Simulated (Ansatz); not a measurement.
Structures of equal composition on the (111) surface of fcc Pt: clean 1x1; top plane shifted to the other hollow. The slabs share one bottom face, and each structure is named by its start. These are constructed structures in small cells; real faces may alloy, dewet or reconstruct in larger ones, and not all known structures of the face are among them. Slabs of about 11 Å with all that they carry, Fermi-Dirac smearing of 0.1 eV. Bottom of the slabs: a bare face, its two planes held. Relaxed from the named starts with such symmetry as they have, on meshes of like density; energies extrapolated to zero smearing; no spin-orbit coupling, no U. Spin-polarised runs, if any, are marked in brackets, and their order is one that fits the cell; the others ran without spin.

Calculation: PBE (plane waves to 420 eV, PAW; Ansatz, a quantum-chemistry and plane-wave program).

Q: Order them by energy per 1x1 cell (lowest first) at the level PBE.

A: clean 1x1 (0.000 eV), top plane shifted to the other hollow (0.059 eV)
